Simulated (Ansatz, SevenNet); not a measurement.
For InSe (P6₃/mmc, No. 194, 8 atoms in the cell; start mp-20485; a measured phase of this formula has another space group), the machine-learned potential SevenNet-l3i5 (trained on PBE and PBE+U data) gives:

```
Property               Result
-------------------  --------
lattice constant a    4.092 Å
lattice parameter c  19.583 Å
```

**Question.** What does r²SCAN+rVV10 in Ansatz (plane waves, PAW) give for the same quantities?

**Answer.** 
- lattice constant a: 4.017 Å (drops by 1.8 %)
- lattice parameter c: 16.933 Å (falls by 14 %)

Changes are worked out from the printed values.

Unless a cell is named, each level is at its own relaxed cell (SevenNet-l3i5 35.50, r²SCAN+rVV10 29.57 Å³/atom).

Caveats: the cell has another shape than the first-principles one, perhaps another minimum in the same group (SevenNet-l3i5); the relaxation could not lower the start's symmetry, so the cell can be a saddle point above a distorted one (SevenNet-l3i5, r²SCAN+rVV10). Ansatz's density-functional and Hartree–Fock values are scalar-relativistic unless marked +SOC, with PAW data made under PBE.

A start named mp-… is a Materials Project structure, which need not be a measured phase.

Ansatz is a program for electronic structure.
